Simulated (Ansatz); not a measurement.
The reference is In2O3 (space group P-3m1, No. 164; a = 3.4191 Å, c = 6.0937 Å; a hypothetical phase, not in the database extracts checked).

The values are results of PBEsol (Ansatz, an electronic-structure program), no spin-orbit coupling, not measurements.

Before the change:

- Band gap: 0.70 eV
- Electron mass: 0.093 mₑ along c, 0.15 mₑ across (at Γ)
- Pressure: 0.00 GPa
- Gap character: indirect, L → Γ

The change: every lattice vector is shortened by 5.95 %; the atoms relax in the strained cell.

Question: Estimate the effect on the band gap, largest internal atomic displacement, electron mass, pressure, energy relative to the base and gap character.

Answer: The band gap goes up by 0.984 eV to 1.69 eV; the largest internal atomic displacement amounts to 0.062 Å; the electron mass changes from 0.093 mₑ along c, 0.15 mₑ across (at Γ) to 0.22 mₑ (at Γ); the pressure (mean of the normal stresses, compression positive) goes from zero to 44.95 GPa; the energy grows by 0.246 eV/atom; the gap character goes from indirect, L → Γ to indirect, k = (0, 0.273, 0.167) in the run's primitive reciprocal basis → Γ.

Masses are band curvatures over ±0.01 Å⁻¹ around the edge. Stability against distortions was not tested. The base started in P3m1 and relaxed to P-3m1 at this level.
